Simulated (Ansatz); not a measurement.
Convergence test for Sc2Co (I4/mcm, 6 atoms in the cell)

```
Sc2Co
1.0
   -3.14128     3.14128     2.81372
    3.14128    -3.14128     2.81372
    3.14128     3.14128    -2.81372
Sc Co
4 2
Cartesian
  2.02041  -1.12087   2.81372
  1.12087   4.26215   0.00000
  1.12087   2.02041   2.81372
  2.02041   1.12087   0.00000
  0.00000   0.00000   4.22059
  0.00000   0.00000   1.40686
```

Computed with PBEsol, harder PAW files (source: ansatz) made with PBE (plane waves; Ansatz, a program for electronic structure).

The starting cell comes from a database of computed structures (which also holds hypothetical and non-ambient phases and stackings), without a prior relaxation at this level. Spin polarisation is off. In the base run, with a pressure of about -3 GPa the cell is away from its equilibrium volume at this level. Ansatz's pressure includes its estimate of the finite-basis (Pulay) stress.

Held fixed: kpoints.mp_grid.grid = 6 6 6; hamiltonian.xc = pbesol; hamiltonian.pseudopotentials = {kind: paw, source: ansatz}; scf.occupations.method = fermi_dirac; scf.occupations.width = 0.1 eV.

ΔF is the free energy per atom less that of the last row (1800 eV).

The first pressure column holds Ansatz's estimate of the finite-basis (Pulay) stress, which hides part of the cutoff error; the other is without it.

```
basis.ecutwfc  ΔF (meV/atom)  pressure (GPa)  largest force (eV/Å)  pressure at a fixed set of plane waves (GPa)  plane waves  iterations
-------------  -------------  --------------  --------------------  --------------------------------------------  -----------  ----------
360 eV                6442.8            3.40                 0.162                                       -255.02         1681          10
450 eV                1182.0           -3.65                 0.079                                        -60.45         2393           9
540 eV                 216.4           -3.02                 0.066                                        -16.17         3119           8
630 eV                   ___           -3.17                 0.070                                         -5.83         3983           8
720 eV                   ___           -3.17                 0.072                                         -3.63         4913           8
810 eV                  1.01           -3.18                 0.072                                         -3.24         5785           8
900 eV                  0.55           -3.18                 0.072                                         -3.19         6817           8
1035 eV                 0.38           -3.18                 0.072                                         -3.19         8379           8
1170 eV                 0.25           -3.18                 0.072                                         -3.19        10143           8
1350 eV                 0.11           -3.18                 0.072                                         -3.19        12497           8
1575 eV                 0.04           -3.18                 0.072                                         -3.18        15683           8
1800 eV                 0.00           -3.18                 0.072                                         -3.18        19287           8
```

Q: Some entries are withheld; supply them.

A: 
- 630 eV, ΔF (meV/atom): 35.2
- 720 eV, ΔF (meV/atom): 5.1

Keys are those of Ansatz 0.2.
